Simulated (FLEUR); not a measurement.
Input and output of a self-consistent single point for SrAg5 (P1, 6 atoms in the cell) (FLEUR).

Computed with PBEsol, all-electron FLAPW (FLEUR), scalar-relativistic valence in FLEUR.

The change in words: atoms moved at random. Reference geometry:
```yaml
crystal:
  lattice:
    - [5.71045, 0.00000, 0.00000]
    - [-2.85522, 4.94540, 0.00000]
    - [0.00000, 0.00000, 4.60490]
  atoms:
    - { symbol: Sr, position: [0.00000, 0.00000, 0.00000] }
    - { symbol: Ag, position: [0.66667, 0.33333, 0.00000] }
    - { symbol: Ag, position: [0.33333, 0.66667, 0.00000] }
    - { symbol: Ag, position: [0.50000, 0.00000, 0.50000] }
    - { symbol: Ag, position: [0.50000, 0.50000, 0.50000] }
    - { symbol: Ag, position: [0.00000, 0.50000, 0.50000] }
```

Reference input (self-consistent single point, DFT, PBEsol, all-electron FLAPW (FLEUR), scalar-relativistic valence): Kmax = 4 1/bohr; GmaxXC = 16 1/bohr; xcFunctional = PBEs; jspins = 1; l_soc = F; mode = hist; fermiSmearingEnergy = 0.00183747 Htr; mesh (inpgen div1-3) = 5 5 5; inpgen gamma flag = false; Gmax = 16 1/bohr; numbands = 0; maxIterBroyd = 25. This run's input differs from it in these lines:

```diff
@@ -10,8 +10,8 @@
 6
-38 0.0000000000 0.0000000000 -0.0000000000
-47 0.6666666667 0.3333333333 -0.0000000000
-47 0.3333333333 0.6666666667 -0.0000000000
-47 0.5000000000 0.0000000000 0.5000000000
-47 0.5000000000 0.5000000000 0.5000000000
-47 0.0000000000 0.5000000000 0.5000000000
+38 0.0015880000 0.0046190000 -0.0027180000
+47 0.6631830000 0.3265360000 0.0067120000
+47 0.3404670000 0.6636970000 -0.0066600000
+47 0.4902830000 -0.0087320000 0.4934690000
+47 0.5037470000 0.5129530000 0.5017910000
+47 0.0007340000 0.5009260000 0.5074070000
 
@@ -81,3 +81,3 @@
       <atomGroup species="Strontium (Sr)">
-         <relPos label="                   1">.0000000000 .0000000000 .0000000000</relPos>
+         <relPos label="                   1">.0015880000 .0046190000 -.0027180000</relPos>
          <force calculate="T" relaxXYZ="TTT"/>
@@ -85,4 +85,3 @@
       <atomGroup species="Silver (Ag)">
-         <relPos label="                   2">-1.000/3.000 1.000/3.000 .0000000000</relPos>
-         <relPos label="                   3">1.000/3.000 -1.000/3.000 .0000000000</relPos>
+         <relPos label="                   2">-.3368170000 .3265360000 .0067120000</relPos>
          <force calculate="T" relaxXYZ="TTT"/>
@@ -90,5 +89,15 @@
       <atomGroup species="Silver (Ag)">
-         <relPos label="                   4">1.000/2.000 .0000000000 1.000/2.000</relPos>
-         <relPos label="                   5">1.000/2.000 1.000/2.000 1.000/2.000</relPos>
-         <relPos label="                   6">.0000000000 1.000/2.000 1.000/2.000</relPos>
+         <relPos label="                   3">.3404670000 -.3363030000 -.0066600000</relPos>
+         <force calculate="T" relaxXYZ="TTT"/>
+      </atomGroup>
+      <atomGroup species="Silver (Ag)">
+         <relPos label="                   4">.4902830000 -.0087320000 .4934690000</relPos>
+         <force calculate="T" relaxXYZ="TTT"/>
+      </atomGroup>
+      <atomGroup species="Silver (Ag)">
+         <relPos label="                   5">-.4962530000 -.4870470000 -.4982090000</relPos>
+         <force calculate="T" relaxXYZ="TTT"/>
+      </atomGroup>
+      <atomGroup species="Silver (Ag)">
+         <relPos label="                   6">.0007340000 -.4990740000 -.4925930000</relPos>
          <force calculate="T" relaxXYZ="TTT"/>
```

Log, with long lists cut:

```
 Iteration:     1   Distance:      10.57184896 me/bohr^3
 Iteration:     2   Distance:       8.89938719 me/bohr^3
 Iteration:     3   Distance:       3.39976066 me/bohr^3
 Iteration:     4   Distance:       2.61071367 me/bohr^3
 Iteration:     5   Distance:       0.97054653 me/bohr^3
   [... 12 lines left out ...]
 Iteration:    18   Distance:       0.00012377 me/bohr^3
 Iteration:    19   Distance:       0.00003829 me/bohr^3
 Iteration:    20   Distance:       0.00001189 me/bohr^3
 Iteration:    21   Distance:       0.00000278 me/bohr^3
 Reset of history
 Run finished successfully
 Stop message:
   Structural relaxation: new displacements generated

[file out, last iteration]
             iter=     22
[...]
          total density-effective poten   -4.8849596106E+04
          total charge density-energy d   -8.3796584782E+02
 Updated energy parameters for spin:           1
[...]
 fermi energy and band-weighting factors:
   [... 6 lines left out ...]

[...]
FERMIE:
          first approx. to ef    (T=0)  :   0.282264 htr   (energy of the highest occ. eigenvalue)
          number of occ. states  (T=0)  :       2992
          first approx. to seigv (T=0)  : -49.951225 htr
          sum of weights of occ. states :  47.504000
          sum of semicore charge        :   0.000000 e
FERHIS:  Fermi-Energy by histogram:
          bandgap                     :   0.000104 htr
   [... lines left out ...]
          charge neutrality (T=0)     :   0.008000    (zero if the highest occ. eigenvalue is "entirely" occupied)
     EF_NEWTON:  Adjust Fermi-Energy by Newton-Method.
 Direct bandgap for spin            1 :    1.8100561014699479E-003  Htr
 ---->    free energy=                    -29751.9572024794 htr
   [... lines left out ...]
 TOTAL FORCE FOR ATOM TYPE=  4  X=  5.338   Y= -0.082   Z=  4.294
                       FX_TOT=-0.000047 FY_TOT= 0.008529 FZ_TOT= 0.002123
 TOTAL FORCE FOR ATOM TYPE=  5  X= -2.727   Y= -4.552   Z= -4.335
                       FX_TOT= 0.007254 FY_TOT=-0.007242 FZ_TOT=-0.001658
 TOTAL FORCE FOR ATOM TYPE=  6  X=  2.701   Y= -4.664   Z= -4.287
                       FX_TOT=-0.003907 FY_TOT=-0.003030 FZ_TOT=-0.002580
```

The run converged in 21 iterations. FLEUR gives forces in its relaxation mode, with a further iteration, so its stop message speaks of a relaxation. Against the reference run the free energy goes up by 7.3 meV/atom and the largest force goes from 0.000 to 0.534 eV/Å.

The starting cell comes from a database of computed structures (which also holds hypothetical and non-ambient phases and stackings), without a prior relaxation at this level. For this run, on top of that: atoms moved at random. Values depend on the basis (sphere radii, cutoffs, local orbitals), which need not be converged. The log's line on a gap gives a spacing of levels on this mesh, which the program prints for metals too.

Cost on one core of a shared machine: roughly 20 min.
